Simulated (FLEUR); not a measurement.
A self-consistent single point of LuAlSi (P1, 6 atoms in the cell) with FLEUR.

Method of the run: PBEsol, all-electron FLAPW (FLEUR), scalar-relativistic valence in FLEUR.

The change in words: atoms moved at random. Reference geometry:
```
CELL_PARAMETERS angstrom
      1.95531    -4.97024     0.00000
      1.95531     4.97024     0.00000
      0.00000     0.00000     5.53693
ATOMIC_POSITIONS crystal
  Lu 0.69541 0.30459 0.75000
  Lu 0.30459 0.69541 0.25000
  Al 0.00000 0.00000 0.50000
  Al 0.00000 0.00000 0.00000
  Si 0.39885 0.60115 0.75000
  Si 0.60115 0.39885 0.25000
```

Reference input (self-consistent single point, DFT, PBEsol, all-electron FLAPW (FLEUR), scalar-relativistic valence): Kmax = 3.8 1/bohr; GmaxXC = 11.4 1/bohr; xcFunctional = PBEs; jspins = 1; l_soc = F; mode = hist; fermiSmearingEnergy = 0.00367493 Htr; mesh (inpgen div1-3) = 7 7 5; inpgen gamma flag = false; Gmax = 11.4 1/bohr; numbands = 0; maxIterBroyd = 25. This run's input differs from it in these lines:

```diff
@@ -10,8 +10,8 @@
 6
-71 0.6954100000 0.3045900000 0.7500000000
-71 0.3045900000 0.6954100000 0.2500000000
-13 -0.0000000000 -0.0000000000 0.5000000000
-13 -0.0000000000 -0.0000000000 0.0000000000
-14 0.3988500000 0.6011500000 0.7500000000
-14 0.6011500000 0.3988500000 0.2500000000
+71 0.6962780000 0.2943590000 0.7575530000
+71 0.2994800000 0.6954820000 0.2506980000
+13 -0.0019890000 -0.0006350000 0.4977010000
+13 -0.0079240000 -0.0040080000 -0.0031610000
+14 0.3911080000 0.5910300000 0.7496770000
+14 0.6230470000 0.4237720000 0.2475330000
 
@@ -93,4 +93,7 @@
       <atomGroup species="Lutetium (Lu)">
-         <relPos label="                   1">-.3045900000 .3045900000 -1.000/4.000</relPos>
-         <relPos label="                   2">.3045900000 -.3045900000 1.000/4.000</relPos>
+         <relPos label="                   1">-.3037220000 .2943590000 -.2424470000</relPos>
+         <force calculate="T" relaxXYZ="TTT"/>
+      </atomGroup>
+      <atomGroup species="Lutetium (Lu)">
+         <relPos label="                   2">.2994800000 -.3045180000 .2506980000</relPos>
          <force calculate="T" relaxXYZ="TTT"/>
@@ -98,4 +101,7 @@
       <atomGroup species="Aluminum (Al)">
-         <relPos label="                   3">.0000000000 .0000000000 1.000/2.000</relPos>
-         <relPos label="                   4">.0000000000 .0000000000 .0000000000</relPos>
+         <relPos label="                   3">-.0019890000 -.0006350000 .4977010000</relPos>
+         <force calculate="T" relaxXYZ="TTT"/>
+      </atomGroup>
+      <atomGroup species="Aluminum (Al)">
+         <relPos label="                   4">-.0079240000 -.0040080000 -.0031610000</relPos>
          <force calculate="T" relaxXYZ="TTT"/>
@@ -103,4 +109,7 @@
       <atomGroup species="Silicon (Si)">
-         <relPos label="                   5">.3988500000 -.3988500000 -1.000/4.000</relPos>
-         <relPos label="                   6">-.3988500000 .3988500000 1.000/4.000</relPos>
+         <relPos label="                   5">.3911080000 -.4089700000 -.2503230000</relPos>
+         <force calculate="T" relaxXYZ="TTT"/>
+      </atomGroup>
+      <atomGroup species="Silicon (Si)">
+         <relPos label="                   6">-.3769530000 .4237720000 .2475330000</relPos>
          <force calculate="T" relaxXYZ="TTT"/>
```

Output, abridged:

```
 Iteration:     1   Distance:       9.11158674 me/bohr^3
 Iteration:     2   Distance:       7.52984137 me/bohr^3
 Iteration:     3   Distance:       4.13530110 me/bohr^3
 Iteration:     4   Distance:       2.90627192 me/bohr^3
 Iteration:     5   Distance:       1.45624398 me/bohr^3
   [... 11 lines left out ...]
 Iteration:    17   Distance:       0.00011567 me/bohr^3
 Iteration:    18   Distance:       0.00004770 me/bohr^3
 Iteration:    19   Distance:       0.00001543 me/bohr^3
 Iteration:    20   Distance:       0.00000821 me/bohr^3
 Reset of history
 Run finished successfully
 Stop message:
   Structural relaxation: new displacements generated

[file out, last iteration]
             iter=     21
[...]
          total density-effective poten   -5.1947726094E+04
          total charge density-energy d   -6.7274487641E+02
 Updated energy parameters for spin:           1
[...]
 fermi energy and band-weighting factors:
    0.671289

[...]
FERMIE:
          first approx. to ef    (T=0)  :   0.343328 htr   (energy of the highest occ. eigenvalue)
          number of occ. states  (T=0)  :       3936
          first approx. to seigv (T=0)  :  -6.186247 htr
          sum of weights of occ. states :  32.000000
          sum of semicore charge        :   0.000000 e
FERHIS:  Fermi-Energy by histogram:
          bandgap                     :   0.000051 htr
   [... lines left out ...]
          charge neutrality (T=0)     :   0.000000    (zero if the highest occ. eigenvalue is "entirely" occupied)
     EF_NEWTON:  Adjust Fermi-Energy by Newton-Method.
 Direct bandgap for spin            1 :    7.5413333975141716E-003  Htr
 ---->    free energy=                    -30217.2316521935 htr
   [... lines left out ...]
 TOTAL FORCE FOR ATOM TYPE=  4  X= -0.044   Y=  0.037   Z= -0.033
                       FX_TOT= 0.005953 FY_TOT=-0.001440 FZ_TOT= 0.001356
 TOTAL FORCE FOR ATOM TYPE=  5  X= -0.066   Y= -7.515   Z= -2.619
                       FX_TOT= 0.004893 FY_TOT=-0.000394 FZ_TOT=-0.000406
 TOTAL FORCE FOR ATOM TYPE=  6  X=  0.173   Y=  7.521   Z=  2.590
                       FX_TOT=-0.022138 FY_TOT=-0.002033 FZ_TOT= 0.003978
```

The run converged in 20 iterations. FLEUR gives forces in its relaxation mode, with a further iteration, so its stop message speaks of a relaxation. Against the reference run the free energy goes up by 14.4 meV/atom.

The starting cell comes from a database of computed structures (which also holds hypothetical and non-ambient phases and stackings), without a prior relaxation at this level. Its lattice was rescaled by a random factor within 2.5 % of one. For this run, on top of that: atoms moved at random. Spin-orbit coupling is off. Values depend on the basis (sphere radii, cutoffs, local orbitals), which need not be converged. The log's line on a gap gives a spacing of levels on this mesh, which the program prints for metals too.

Cost on one core of a shared machine: roughly 20 min.
